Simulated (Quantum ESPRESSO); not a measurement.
Density of states of a (110) slab of Be (cut from a parent of space group no. 194; 10 atoms in the cell).

```
CELL_PARAMETERS angstrom
      3.50655     0.00000     0.00000
      0.00000     3.84857     0.00000
      0.00000     0.00000    20.52960
ATOMIC_POSITIONS crystal
  Be 0.25000 0.26754 0.38968
  Be 0.75000 0.60088 0.38968
  Be 0.25000 0.76754 0.44484
  Be 0.75000 0.10088 0.44484
  Be 0.25000 0.26754 0.50000
  Be 0.75000 0.60088 0.50000
  Be 0.25000 0.76754 0.55516
  Be 0.75000 0.10088 0.55516
  Be 0.25000 0.26754 0.61032
  Be 0.75000 0.60088 0.61032
```

Method: PBEsol, GBRV 1.5 ultrasoft (PBESOL) pseudopotentials (plane waves; Quantum ESPRESSO).

SCF settings: ecutwfc = 40 Ry; ecutrho = 200 Ry; occupations = smearing; smearing = marzari-vanderbilt; degauss = 0.0073499 Ry; potentials = {Be: be_pbesol_v1.4.uspp.F.UPF}; K_POINTS = automatic 5 5 1 0 0 0; tefield = true; dipfield = true; edir = 3; emaxpos = 0.97; eopreg = 0.05; eamp = 0; conv_thr = 1e-08 Ry; mixing_beta = 0.3. Keys of the DOS step: nscf.calculation = nscf; nscf.verbosity = high; nscf.occupations = tetrahedra_opt; nscf.nbnd = 31; nscf.startingwfc = random; nscf.diago_thr_init = 1e-06; nscf.diagonalization = cg; nscf.K_POINTS = automatic 12 12 1 0 0 0; dos.x.fildos = dos.dat; dos.x.Emin = -15 eV; dos.x.Emax = 30 eV; dos.x.DeltaE = 0.1 eV.

The starting cell comes from a database of computed structures (which also holds hypothetical and non-ambient phases and stackings), without a prior relaxation at this level. The slab is cut from that crystal, and its faces are unrelaxed. Its lattice was rescaled in the plane by a random factor within 2.5 % of one.

Total DOS (both spins), as means of the tabulated values in each energy bin; the zero is the program's Fermi level or highest filled level, and the curve is cut to this window:

(E (eV), states/eV/cell): (-7.80, 1.55); (-7.40, 1.59); (-7.00, 1.60); (-6.60, 1.34); (-6.20, 1.48); (-5.80, 1.79); (-5.40, 1.86); (-5.00, 2.71); (-4.60, 2.57); (-4.20, 2.48); (-3.80, 2.24); (-3.40, 2.64); (-3.00, 2.71); (-2.60, 3.86); (-2.20, 3.94); (-1.80, 3.04); (-1.40, 1.98); (-1.00, 1.34); (-0.60, 0.76); (-0.20, 1.53); (0.20, 1.41); (0.60, 3.85); (1.00, 3.66); (1.40, 2.89); (1.80, 4.65); (2.20, 2.66); (2.60, 1.49)

Around zero the curve holds about 0.9 states/eV/cell.
